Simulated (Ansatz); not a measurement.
The cell is made up: elements placed on another compound's structure type, so the phase may be hypothetical.

```
InP
1.0
    4.18437     0.00000     0.00000
    0.00000    10.16241     0.00000
    0.00000     5.08121     5.08121
In P
4 4
Direct
  0.00000   0.67837   0.00000
  0.00000   0.32163   0.00000
  0.50000   0.17837   0.64327
  0.50000   0.82163   0.35673
  0.00000   0.68122   0.63755
  0.00000   0.31878   0.36245
  0.50000   0.81878   0.00000
  0.50000   0.18122   0.00000
```

Space group of this cell: P4_2/mnm. The cell was relaxed by PBE-D3(BJ).

Transport runs along the normal of the first two printed cell vectors.

The gap is the functional's own, uncorrected, and κ follows it; spin-orbit coupling is left out. Mid-gap values are interpolated between the computed energies.

### Question
Estimate the band gap and the smallest decay constant κ at mid-gap that Ansatz (a quantum-chemistry and plane-wave program) with r2SCAN returns for this system.

### Answer
Gap 1.19 eV on a 8×6×6 mesh; κ = 0.081 1/Å, at the zone centre.
